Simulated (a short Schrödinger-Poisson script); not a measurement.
Solved with a short Schrödinger-Poisson script written for these runs: 1D Poisson equation in equilibrium, electrons quantum, Hartree (BenDaniel-Duke, 12 states a valley, the channel's in-plane mass for all, wave functions free to enter the dielectric), parabolic valleys, classical holes, full ionisation, no traps, pinning or gate leakage.

Structure: MOS inversion layer, SiO2 on p-type Si(111), at 400 K.

From the gate side: 3.3 nm SiO2; 410 nm Si, acceptors 1.1e18 cm⁻³.

Constants are typed, rounded textbook-type inputs, not results; the design itself was drawn at random and stands for no fabricated device. SiO2: permittivity 3.9, conduction-band edge (eV) 3.15, gap (eV) 9, electron mass (mₑ) 0.5. Si: permittivity 11.7, conduction-band edge (eV) 0, gap (eV) 1.124, Nv at 300 K (cm⁻³) 3.1e19.

Channel valleys (confinement mass, in-plane density-of-states mass, number): Δ6 0.258, 0.358, 6. At the gate the conduction-band edge of layer 1 lies 3.52 eV − eVg above the Fermi level of the channel; the field vanishes at the back. Gaps are held at their typed values at every temperature. Mesh 0.03 nm at interfaces.

Task: Give the lowest subband against the Fermi level at Vg = 3.15 V (meV); the centroid of the channel electrons at Vg = 3.15 V (nm); the sheet density of all electrons at Vg = 1.35 V (cm⁻²).

Result: lowest subband against the Fermi level at Vg = 3.15 V (meV): 25.4; centroid of the channel electrons at Vg = 3.15 V (nm): 1.38; sheet density of all electrons at Vg = 1.35 V (cm⁻²): 1.91e12.
